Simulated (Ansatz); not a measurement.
Results of r²SCAN (plane waves, PAW; Ansatz, a program for electronic structure) for CuI (P-3m1, No. 164, 4 atoms in the cell; start mp-570081; a measured phase of this formula has another space group).

Settings: plane-wave cutoff 560 eV, 12×12×6 k mesh (along the axes of the cell as run), Fermi–Dirac smearing 0.01 eV, no spin polarisation, scalar-relativistic PAW data made under PBE.

Cell (relaxed at this level):

Space group P-3m1 (No. 164); a = 4.137 Å, b = 4.137 Å, c = 7.466 Å, α = 90.00°, β = 90.00°, γ = 120.00°

```tsv
atom	site	symmetry	x	y	z
Cu	2d	3m.	0.3333	0.6667	0.4087
I	2d	3m.	0.6667	0.3333	0.2455
```

Give the computed band gap.


- band gap: 2.14 eV

Note: the cell has widely spaced layers and the level no dispersion term, so their spacing and the moduli can rest on weak binding.

Spin–orbit coupling is not included; with these elements it can move the gap by several tenths of an eV or more.

The computed numbers hold no vibrational or temperature effects.

A start named mp-… is a Materials Project structure, which need not be a measured phase.
